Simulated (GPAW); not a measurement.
Worked example: self-consistent single point of TaCuS₂ (P6_3mc, 8 atoms in the cell) in GPAW

Computed with PBEsol, GPAW PAW datasets PBEsol (made by gpaw-setup) (plane waves; GPAW).

This input was run:

```python
from ase import Atoms
from ase.units import GPa
from gpaw import GPAW, PW, FermiDirac

atoms = Atoms(['Ta', 'Ta', 'Cu', 'Cu', 'S', 'S', 'S', 'S'],
              cell=[[3.371090, 0.000000, 0.000000],
                    [-1.685545, 2.919450, 0.000000],
                    [0.000000, 0.000000, 13.331300]],
              scaled_positions=[[0.666667, 0.333333, 0.746020],
                                [0.333333, 0.666667, 0.246020],
                                [0.666667, 0.333333, 0.963820],
                                [0.333333, 0.666667, 0.463820],
                                [0.666667, 0.333333, 0.366370],
                                [0.333333, 0.666667, 0.866370],
                                [0.333333, 0.666667, 0.629790],
                                [0.666667, 0.333333, 0.129790]],
              pbc=True)

calc = GPAW(mode=PW(850),
            xc='PBEsol',
            kpts={'size': (8, 8, 2), 'gamma': True},
            occupations=FermiDirac(0.1),
            nbands=-14,
            convergence={'density': 1e-05, 'energy': 1e-05},
            symmetry={'symmorphic': False, 'tolerance': 0.0005},
            maxiter=150)

atoms.calc = calc

energy = atoms.get_potential_energy()
print('Energy (eV):', round(energy, 6))
forces = atoms.get_forces()
print('Forces (eV/Ang):')
print(forces.round(5))
stress = atoms.get_stress()
print('Stress (GPa, Voigt):', (stress / GPa).round(4))
```

Output (repeated stretches shortened):

```
Input parameters:
  convergence: {density: 1e-05,
                energy: 1e-05}
  kpts: {gamma: True,
         size: (8, 8, 2)}
  maxiter: 150
  mode: {ecut: 850.0,
         name: pw}
  nbands: -14
  occupations: {fixmagmom: False,
                name: fermi-dirac,
                width: 0.1}
  symmetry: {symmorphic: False,
             tolerance: 0.0005}
  xc: PBEsol

species:
  Ta:
    name: Tantalum
    Z: 73.0
    valence: 13
    core: 60
    charge: 0.0
    file: Ta.PBEsol.gz

    # Using partial waves for Ta as LCAO basis

  Cu:
    name: Copper
    Z: 29.0
    valence: 11
    core: 18
    charge: 0.0
    file: Cu.PBEsol.gz

    # Using partial waves for Cu as LCAO basis

  S:
    name: Sulfur
    Z: 16.0
    valence: 6
    core: 10
    charge: 0.0
    file: S.PBEsol.gz

    # Using partial waves for S as LCAO basis

Reference energy: -981422.038917  # eV

Spin-paired calculation

Convergence criteria:
 Maximum [total energy] change in last 3 cyles: 1e-05 eV / valence electron
 Maximum integral of absolute [dens]ity change: 1e-05 electrons / valence electron
 Maximum integral of absolute [eigenst]ate change: 4e-08 eV^2 / valence electron
 Maximum number of scf [iter]ations: 150

Symmetries present (total): 12
Symmetries with fractional translations: 6
128 k-points: 8 x 8 x 2 Monkhorst-Pack grid + [1/16,1/16,1/4]
20 k-points in the irreducible part of the Brillouin zone
       k-points in crystal coordinates                weights
   0:     0.00000000    0.00000000    0.00000000          1/128
   1:     0.00000000    0.00000000    0.50000000          1/128
   2:     0.12500000    0.00000000    0.00000000          6/128
   [... 7 lines left out ...]
          ...
  19:     0.50000000    0.50000000    0.50000000          3/128

Wave functions: Plane wave expansion
  Cutoff energy: 850.000 eV
  Number of coefficients (min, max): 7275, 7408
  Pulay-stress correction: 0.000000 eV/Ang^3 (de/decut=0.000000)

Occupation numbers: Fermi-Dirac:
  width: 0.1000  # eV

Eigensolver

Densities:
  Coarse grid: 24*24*90 grid
  Fine grid: 48*48*180 grid
  Total Charge: 0.000000

Density mixing:
  Method: separate
  Backend: pulay
  Linear mixing parameter: 0.05
  old densities: 5
  Damping of long wavelength oscillations: 50

Hamiltonian:
  XC and Coulomb potentials evaluated on a 48*48*180 grid
  External potential:
    NoExternalPotential

XC parameters: PBEsol with 2 nearest neighbor stencil

Number of atoms: 8
Number of atomic orbitals: 60
Number of bands in calculation: 50
Number of valence electrons: 72
Bands to converge: occupied

Density initialized from atomic densities
  50 bands from LCAO basis set

Atomic positions and initial magnetic moments

Positions:
   0 Ta     1.685547    0.973149    9.945416    ( 0.0000,  0.0000,  0.0000)
   1 Ta    -0.000002    1.946301    3.279766    ( 0.0000,  0.0000,  0.0000)
   2 Cu     1.685547    0.973149   12.848974    ( 0.0000,  0.0000,  0.0000)
   3 Cu    -0.000002    1.946301    6.183324    ( 0.0000,  0.0000,  0.0000)
   4 S      1.685547    0.973149    4.884188    ( 0.0000,  0.0000,  0.0000)
   5 S     -0.000002    1.946301   11.549838    ( 0.0000,  0.0000,  0.0000)
   6 S     -0.000002    1.946301    8.395919    ( 0.0000,  0.0000,  0.0000)
   7 S      1.685547    0.973149    1.730269    ( 0.0000,  0.0000,  0.0000)

Unit cell:
           periodic     x           y           z      points  spacing
  1. axis:    yes    3.371090    0.000000    0.000000    24     0.1216
  2. axis:    yes   -1.685545    2.919450    0.000000    24     0.1216
  3. axis:    yes    0.000000    0.000000   13.331300    90     0.1481

  Lengths:   3.371090   3.371090  13.331300
  Angles:   90.000000  90.000000 119.999996

Effective grid spacing dv^(1/3) = 0.1363

     iter     time        total  log10-change:
                         energy   eigst   dens
iter:   1 --:--:--   -56.766260
iter:   2 --:--:--   -55.375946   -0.75  -1.35
iter:   3 --:--:--   -54.797024   -1.69  -1.36
iter:   4 --:--:--   -54.112957   -1.03  -1.39
iter:   5 --:--:--   -54.133070   -1.82  -1.58
iter:   6 --:--:--   -56.351300   -0.79  -1.70
iter:   7 --:--:--   -54.055087   -1.11  -1.62
iter:   8 --:--:--   -54.028235   -2.47  -2.14
iter:   9 --:--:--   -54.018541   -2.85  -2.24
iter:  10 --:--:--   -54.001984   -2.95  -2.51
iter:  11 --:--:--   -54.001282   -3.99  -3.00
iter:  12 --:--:--   -54.000916   -4.47  -3.03
iter:  13 --:--:--   -54.000980c  -5.13  -3.07
iter:  14 --:--:--   -54.000839c  -5.13  -3.11
iter:  15 --:--:--   -54.000868c  -5.31  -3.16
iter:  16 --:--:--   -54.000705c  -5.01  -3.20
iter:  17 --:--:--   -54.000711c  -5.48  -3.57
iter:  18 --:--:--   -54.000694c  -6.10  -3.66
iter:  19 --:--:--   -54.000676c  -5.76  -3.78
iter:  20 --:--:--   -54.000668c  -6.66  -4.24
iter:  21 --:--:--   -54.000667c  -7.54c -4.32
iter:  22 --:--:--   -54.000666c  -7.25  -4.38
iter:  23 --:--:--   -54.000666c  -7.25  -4.48
iter:  24 --:--:--   -54.000667c  -7.27  -4.56
iter:  25 --:--:--   -54.000667c  -7.66c -4.71
iter:  26 --:--:--   -54.000666c  -7.89c -4.83
iter:  27 --:--:--   -54.000666c  -8.29c -4.84
iter:  28 --:--:--   -54.000666c  -8.41c -4.95
iter:  29 --:--:--   -54.000667c  -7.79c -4.97
iter:  30 --:--:--   -54.000667c  -9.15c -5.29c

Converged after 30 iterations.

Dipole moment: (-0.000000, 0.000000, 12.437178) |e|*Ang

Energy contributions relative to reference atoms: (reference = -981422.038917)

Kinetic:         +4.353519
Potential:      -10.466963
External:        +0.000000
XC:             -47.911378
Entropy (-ST):   -0.012723
Local:           +0.030516
SIC:             +0.000000
--------------------------
Free energy:    -54.007028
Extrapolated:   -54.000667

Showing only first 2 kpts
 Kpt  Band  Eigenvalues  Occupancy
  0    34      8.11910    2.00000
  0    35      9.68620    0.19997
  0    36     10.81287    0.00000
  0    37     10.81289    0.00000

  1    34      9.17730    1.89485
  1    35      9.17730    1.89485
  1    36     10.93516    0.00000
  1    37     10.93516    0.00000

Fermi level: 9.46646

No gap
No difference between direct/indirect transitions
Energy (eV): -54.000667

Forces in eV/Ang:
  0 Ta    0.00000    0.00000   -0.04531
  1 Ta    0.00000    0.00000   -0.04531
  2 Cu    0.00000    0.00000   -0.03206
  3 Cu    0.00000    0.00000   -0.03206
  4 S     0.00000    0.00000   -0.12848
  5 S     0.00000   -0.00000   -0.12848
  6 S     0.00000    0.00000    0.20440
  7 S     0.00000    0.00000    0.20440

Stress tensor:
     0.027617     0.000000     0.000000
     0.000000     0.027617     0.000000
     0.000000     0.000000     0.033869
Stress (GPa, Voigt): [4.4248 4.4248 5.4265 0.     0.     0.    ]
```

The run converged in 30 iterations. GPAW prints stress with tension positive.

The starting cell comes from a database of computed structures (which also holds hypothetical and non-ambient phases and stackings), without a prior relaxation at this level. Spin-orbit coupling is off. Spin polarisation is off. With a pressure of about -5 GPa the cell is away from its equilibrium volume at this level.

Cost on one core of a shared machine: roughly 3 min.
